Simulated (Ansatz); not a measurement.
# Response to strain in GaAs

The reference is GaAs in the zinc blende structure (space group F-43m, No. 216; a = 5.667 Å). Axes: x, y, z lie along the cube axes.

Strains are applied to the cell and any free atomic positions relax.

Calculations: DFT with r2SCAN, PAW potentials and a 500 eV plane-wave cutoff in Ansatz (a first-principles code), scalar-relativistic without spin-orbit coupling.

Notes on the quantities. energy relative to the base: free energy F; pressure: mean of the normal stresses, compression positive.

```tsv
variant	band gap	energy relative to the base	pressure	electron mass	volume per atom
base	0.96 eV	0 meV/atom	0.00 GPa	0.051 mₑ (at Γ)	22.75 Å³
uniaxial strain ε_zz = −3.00 %	1.08 eV	+7.7 meV/atom	2.35 GPa	0.058 mₑ along z, 0.063 mₑ across (at Γ)	22.06 Å³
uniaxial strain ε_zz = −2.50 %	1.06 eV	___	1.93 GPa	0.057 mₑ along z, 0.061 mₑ across (at Γ)	22.18 Å³
uniaxial strain ε_zz = −2.00 %	1.04 eV	+3.4 meV/atom	___	0.056 mₑ along z, 0.059 mₑ across (at Γ)	22.29 Å³
uniaxial strain ε_zz = −1.50 %	1.02 eV	___	1.13 GPa	–	22.40 Å³
uniaxial strain ε_zz = −1.00 %	1.00 eV	+0.8 meV/atom	0.75 GPa	0.054 mₑ (at Γ)	22.52 Å³
uniaxial strain ε_zz = −0.50 %	0.98 eV	+0.2 meV/atom	0.37 GPa	0.053 mₑ (at Γ)	22.63 Å³
```

**Question.** Complete the table.

**Answer.** 
- uniaxial strain ε_zz = −2.50 %, energy relative to the base: +5.3 meV/atom
- uniaxial strain ε_zz = −2.00 %, pressure: 1.53 GPa
- uniaxial strain ε_zz = −1.50 %, energy relative to the base: +1.9 meV/atom

Masses are band curvatures over ±0.01 Å⁻¹ around the edge. Whether these cells are dynamically stable was not tested.
